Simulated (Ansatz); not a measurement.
Fluorite HfO₂ (high-temperature phase), treated with BLYP (Ansatz, a quantum-chemistry and plane-wave program, plane waves, PAW).

Numerical settings: plane-wave cutoff 520 eV, 8×8×8 k mesh, scalar-relativistic PAW data made under PBE.

Computed at the level's own relaxed cell.

Hill averages of the elastic tensor: K = 234.2 GPa, G = 106.5 GPa. Volume 11.334 Å³/atom, mean atomic mass 70.163 u.

Problem. Work out the density, the sound velocities of a polycrystal and the elastic Debye temperature at this level.

Solution. ρ = 1.66054 × 70.163/11.334 = 10.280 g/cm³. v_l = √[(K + 4G/3)/ρ] = 6.049 km/s and v_t = √(G/ρ) = 3.219 km/s. The mean follows from 3/v_m³ = 1/v_l³ + 2/v_t³: v_m = 3.597 km/s. Θ_D = (ħ/k_B) v_m (6π²/V)^(1/3) = 76.38 K Å s/km × 3.597 × 1.7352 Å⁻¹ = 477 K, counting all atoms of the cell.

Note: symmetry holds this phase in the static calculation, where it need not be a minimum; held by symmetry at 0 K, a high-temperature phase can be a saddle point.
